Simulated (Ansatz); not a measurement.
Consider the following.

```xyz
2
Lattice="0.0000 3.2043 3.1242 3.2043 0.0000 3.1242 3.2043 3.2043 0.0000" Properties=species:S:1:pos:R:3 pbc="T T T"
Cd     0.0000     0.0000     0.0000
Te     1.6022     1.6022     1.5621
```

No spin polarisation.

Computed with LDA (Ansatz, an electronic-structure program, PAW, no spin-orbit coupling). Γ-centred 9×9×9 mesh, Fermi–Dirac width 0.05 eV.

Problem. Predict the hole mass.

Solution. 0.053 mₑ along z, 0.45 mₑ across (at Γ).

Problem. What is the computed electron mass?

Solution. 0.052 mₑ along z, 0.056 mₑ across (at Γ).

Spin-orbit coupling, missing from the scalar runs, can matter with Te. The levels and masses belong to the bands next to the band gap. The cells carry an imposed strain or load. Effective masses come from finite differences of ±0.01 Å⁻¹. No phonon test of stability was made. The cell was made from CdTe in the zinc blende structure (space group F-43m, No. 216) by this change: uniaxial strain ε_zz = −2.50 %.
